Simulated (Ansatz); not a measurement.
# EuO in the rock salt structure (space group Fm-3m, No. 225; ferromagnetic)

```cif
data_Eu4O4
_chemical_formula_sum 'O4 Eu4'
_space_group_name_H-M_alt 'Fm-3m'
_space_group_IT_number 225
_space_group_name_Hall '-F 4 2 3'
_cell_length_a 4.96550
_cell_length_b 4.96550
_cell_length_c 4.96550
_cell_angle_alpha 90.000
_cell_angle_beta 90.000
_cell_angle_gamma 90.000
loop_
_atom_site_label
_atom_site_type_symbol
_atom_site_symmetry_multiplicity
_atom_site_Wyckoff_symbol
_atom_site_fract_x
_atom_site_fract_y
_atom_site_fract_z
_atom_site_occupancy
O1 O 4 a 0.00000 0.00000 0.00000 1
Eu1 Eu 4 b 0.50000 0.50000 0.50000 1
```
(The calculation used a cell of 2 atoms; values per cell refer to that cell.)

The values are results of PBEsol (Ansatz, a first-principles code), no spin-orbit coupling, not measurements. Settings: 16×16×16 k-points, 0.05 eV Fermi–Dirac smearing.

- Volume per atom = 15.30 Å³
- Density = 9.11 g/cm³
- Band gap = zero
- Magnetic state = ferromagnetic
- Total energy = -4614.286 eV/atom (σ→0; compares only within this code and set-up)

The magnetic state is the one reached from the starting moments; the real material's order can differ, and small cells can't hold many antiferromagnetic ones. The state of the 4f shell was not checked for lower solutions. No phonon test of stability was made. No Hubbard U is applied, and correlation can decide whether such a compound is a metal.
